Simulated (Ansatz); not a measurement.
## A constructed model of the (0001) surface of hcp Hf, a pseudomorphic layer of Au in the host's stacking (bottom of the slab: a bare face, its two planes held)

Calculation: PBE (plane waves to 420 eV, PAW; Ansatz, a first-principles code).

Slab: 7 atoms, 15.3 Å thick at the start; k 13x13x1, smearing 0.1 eV, dipole-corrected; 2 atoms held, the rest relaxed; held to the start's symmetry, so lower structures may exist; no spin, no spin-orbit, no U. It is one candidate, not shown to be the stable structure of the face.

```json
{
  "work_function_of_the_top_face": "3.87 eV",
  "energy_released_by_relaxation": "0.48 eV",
  "cost": "about 5 core-minutes (a rough figure)"
}
```
